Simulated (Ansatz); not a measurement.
AlN: response to strain

Base system: AlN in the wurtzite structure (space group P6_3mc, No. 186; a = 3.114 Å, c = 4.983 Å). Axes: x lies along a and z along c of the hexagonal cell.

Strains are applied to the cell and any free atomic positions relax.

Level of theory: Ansatz (a quantum-chemistry and plane-wave program), PBEsol, PAW, cutoff 420 eV, no spin-orbit coupling.

Candidates:
(a) uniaxial strain ε_zz = −0.60 %
(b) uniaxial strain ε_zz = −3.00 %
(c) uniaxial strain ε_zz = −2.40 %

Notes on the quantities. energy relative to the base: free energy F.

Task: Order them by energy relative to the base, highest first.

Result: (b) uniaxial strain ε_zz = −3.00 % (+10 meV/atom), (c) uniaxial strain ε_zz = −2.40 % (+6.6 meV/atom), (a) uniaxial strain ε_zz = −0.60 % (+0.4 meV/atom)

No phonon test of stability was made.
